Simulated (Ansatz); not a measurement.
## HfSiO4 (space group I4_1/amd, No. 141)

```
CELL_PARAMETERS angstrom
     -3.32272     3.32272     3.00709
      3.32272    -3.32272     3.00709
      3.32272     3.32272    -3.00709
ATOMIC_POSITIONS crystal
  O  0.13473 0.31893 0.81580
  O  0.61527 0.93107 0.68420
  O  0.24687 0.93107 0.31580
  O  0.50313 0.31893 0.18420
  O  0.68107 0.86527 0.18420
  O  0.06893 0.75313 0.68420
  O  0.06893 0.38473 0.31580
  O  0.68107 0.49687 0.81580
  Si 0.50000 0.50000 0.00000
  Si 0.25000 0.75000 0.50000
  Hf 0.75000 0.25000 0.50000
  Hf 0.00000 0.00000 0.00000
```

Computed with PBE (Ansatz, a quantum-chemistry and plane-wave program, PAW, without spin-orbit coupling). k-mesh 6×6×6 (Γ-centred); smearing 0.05 eV (Fermi–Dirac).

| Quantity | Result |
|---|---|
| Volume per atom | 11.07 Å³ |
| Density | 6.77 g/cm³ |
| Band gap | 5.33 eV (uncertain: the edges found on the path are not clean extrema) |
| Total energy | -3105.979 eV/atom (σ→0; compares only within this code and set-up) |

Spin-orbit coupling, missing from the scalar runs, can matter with Hf. No phonon test of stability was made.
